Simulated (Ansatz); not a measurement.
By LDA and PBEsol, the system below comes out a metal.

```
CELL_PARAMETERS angstrom
      4.04424     0.00000     0.00000
     -2.02212     3.50242     0.00000
      2.02212     1.16747     1.65105
ATOMIC_POSITIONS crystal
  Al 0.00000 0.50000 0.50000
  Ni 0.00000 0.00000 0.00000
```

Space group of this cell: Pm-3m, CsCl type. The cell is taken as given.

The current runs along the normal of the first two printed vectors, the (111) plane. All runs by Ansatz (a quantum-chemistry and plane-wave program), plane waves and PAW, without spin-orbit coupling; the base is PBEsol.

| run | mean pressure (GPa) | G/A, both spins (10¹⁵ S/m²) |
|---|---|---|
| base | 0.5 | 1.09 |
| all lengths scaled by 0.98 | 12.6 | [?] |
| all lengths scaled by 1.02 | -8.7 | [?] |
| lda in place of pbesol | -5.0 | 1.09 |
| lengths across the current scaled by 0.98, ions clamped | 8.3 | 1.11 |
| lengths across the current scaled by 1.02, ions clamped | -5.8 | 1.07 |
| lengths along the current scaled by 0.97, ions clamped | 6.4 | 1.11 |
| lengths along the current scaled by 1.03, ions clamped | -4.2 | 1.06 |

Q: Fill in the missing entries.

A: 
- all lengths scaled by 0.98, G/A, both spins (10¹⁵ S/m²): 1.12
- all lengths scaled by 1.02, G/A, both spins (10¹⁵ S/m²): 1.05
